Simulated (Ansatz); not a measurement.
Start from PbF2 in the fluorite structure (space group Fm-3m, No. 225; a = 6.001 Å).

The values are results of plane-wave PAW DFT at the PBE level (Ansatz, an electronic-structure program, 420 eV), scalar-relativistic without spin-orbit coupling, not measurements.

For the base:

| Quantity | Value |
|---|---|
| Width of the top valence band | 1.76 eV |
| Valley order | X along ⟨100⟩ 4.42 eV; L along ⟨111⟩ 5.03 eV; a point along ⟨110⟩, about 0.6 Å⁻¹ from Γ 5.40 eV |

It is then changed as follows: an isotropic linear strain of −3.00 %, atoms relaxed at fixed cell.

**Question.** Estimate the effect on the width of the top valence band and valley order.

**Answer.** The width of the top valence band rises by 0.59 eV to 2.35 eV; the valley order (the lowest conduction-band minima on the path, energy above the VBM, named in the base's zone) becomes X along ⟨100⟩ 4.40 eV; L along ⟨111⟩ 5.00 eV; a point along ⟨110⟩, about 0.6 Å⁻¹ from Γ 5.39 eV (base: X along ⟨100⟩ 4.42 eV; L along ⟨111⟩ 5.03 eV; a point along ⟨110⟩, about 0.6 Å⁻¹ from Γ 5.40 eV).

Spin-orbit coupling, missing from the scalar runs, can matter with Pb. The levels and masses belong to the bands next to the band gap. Stability against distortions was not tested.
